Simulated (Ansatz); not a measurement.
Ansatz (a first-principles code) run on B2Se3 (C2/m, 10 atoms in the cell): self-consistent single point.

Method of the run: PBE (plane waves, PAW; Ansatz).

```
CELL_PARAMETERS angstrom
      6.81579    -1.69474     0.00000
      6.81579     1.69474     0.00000
     -1.54682     0.00000     6.28333
ATOMIC_POSITIONS crystal
  B  0.09050 0.09050 0.79460
  B  0.90950 0.90950 0.20540
  B  0.65870 0.65870 0.31400
  B  0.34130 0.34130 0.68600
  Se 0.16450 0.16450 0.10980
  Se 0.83550 0.83550 0.89020
  Se 0.17330 0.17330 0.56320
  Se 0.82670 0.82670 0.43680
  Se 0.49590 0.49590 0.25660
  Se 0.50410 0.50410 0.74340
```

Reference input (self-consistent single point, DFT, PBE, plane waves, default PAW files): kpoints.mp_grid.grid = 6 6 3; hamiltonian.xc = pbe; hamiltonian.pseudopotentials = {kind: paw} (the program's default PAW files); scf.occupations.method = gaussian; scf.occupations.width = 0.136 eV. This run's input differs from it in these lines:

Ansatz 0.2 input:
```diff
@@ -17,3 +17,3 @@
 kpoints:
-  mp_grid: { grid: [6, 6, 3] }
+  mp_grid: { grid: [10, 10, 5] }
 hamiltonian:
```

The program printed (abridged):

```
SCF iter   1: F=—  HF=-33432.640109 eV  |F-HF|=—  |Δ(HF+E_count)|=         —  Δρ=4.93e-3  dr2=5.15e-2  ethr=1.77e-3  ⟨swp⟩=5.5  Hψ=33203  notcnv=0
all-band conjugate gradients solve this SCF's bands
preconditioner: auto → Kerker (q_TF=auto, 2.597 Å⁻¹)
SCF iter   2: F=—  HF=-33432.632357 eV  |F-HF|=—  |Δ(HF+E_count)|=   7.75e-3  Δρ=2.58e-3  dr2=1.44e-2  ethr=4.77e-5  ⟨swp⟩=1.0  Hψ=10575  notcnv=0
   [... lines left out ...]
SCF iter   6: F=—  HF=-33432.629663 eV  |F-HF|=—  |Δ(HF+E_count)|=   1.47e-5  Δρ=3.98e-5  dr2=5.98e-6  ethr=3.45e-8  ⟨swp⟩=2.0  Hψ=16231  notcnv=0
SCF iter   7: F=—  HF=-33432.629661 eV  |F-HF|=—  |Δ(HF+E_count)|=   1.09e-6  Δρ=2.10e-5  dr2=2.49e-6  ethr=5.54e-9  ⟨swp⟩=2.0  Hψ=16235  notcnv=0
SCF iter   8: F=—  HF=-33432.629661 eV  |F-HF|=—  |Δ(HF+E_count)|=   3.87e-7  Δρ=9.17e-6  dr2=2.59e-7  ethr=2.30e-9  ⟨swp⟩=2.0  Hψ=13977  notcnv=0
SCF iter   9: F=-33432.629661 eV  HF=-33432.629661 eV  |F-HF|=8.08e-9  |Δ(HF+E_count)|=   8.54e-9  Δρ=2.52e-6  dr2=1.41e-8  ethr=9.26e-11  ⟨swp⟩=8.2  Hψ=39605  notcnv=0
SCF 1 converged in 9 iterations: F = -33432.629661 eV  dr2 = 1.41e-8
Free energy (F): -33432.629661 eV
Internal energy: -33432.603665 eV  (E = F + TS)
E sigma→0 (E₀):  -33432.616663 eV
Entropy (-TS):   -0.025996 eV (-2.600 meV/atom)
Fermi energy:    12.364479 eV
--- Forces (eV/Å), atoms counted from 1 ---
  atom   1  B     -0.16709646     0.00000000     0.06405848
  atom   2  B      0.16709646    -0.00000000    -0.06405848
  atom   3  B      0.05521485     0.00000000     0.06644496
  atom   4  B     -0.05521485    -0.00000000    -0.06644496
  atom   5  Se     1.25997557    -0.00000000    -1.07806016
  atom   6  Se    -1.25997557     0.00000000     1.07806016
  atom   7  Se    -0.83497402     0.00000000     1.08646755
  atom   8  Se     0.83497402    -0.00000000    -1.08646755
  atom   9  Se    -0.52607199    -0.00000000    -0.31285588
  atom  10  Se     0.52607199     0.00000000     0.31285588
--- Stress (GPa, compression-positive) ---
       16.902977       0.000000       0.815039
        0.000000      10.106099       0.000000
        0.815039       0.000000      11.696763
  P = ⅓ Tr σ = 12.9019 GPa (129.019 kbar)
  The stress holds the Pulay correction. Without it, at fixed plane waves, as pw.x and ABINIT print it: P = 12.8283 GPa
```

The run converged in 9 iterations. Against the reference run the free energy drops by 1.8 meV/atom, the pressure stays near 12.90 GPa while the yy stress (positive for compression) goes from 10.87 to 10.11 GPa and the largest force goes from 1.635 to 1.658 eV/Å.

The starting cell was generated: these elements placed on a structure prototype, without a prior relaxation; it need not be a known phase or ordering of this composition. Its lattice was rescaled by a random factor within 2.5 % of one. With a pressure of about 13 GPa the cell is away from its equilibrium volume at this level. Forces in this geometry exceed 1 eV/Å. Ansatz's pressure includes its estimate of the finite-basis (Pulay) stress. The run gives no clean gap (levels at the Fermi energy touch, overlap or are partly filled at this smearing), which alone does not show that the compound is a metal.

Cost on one core of a shared machine: roughly 70 s.
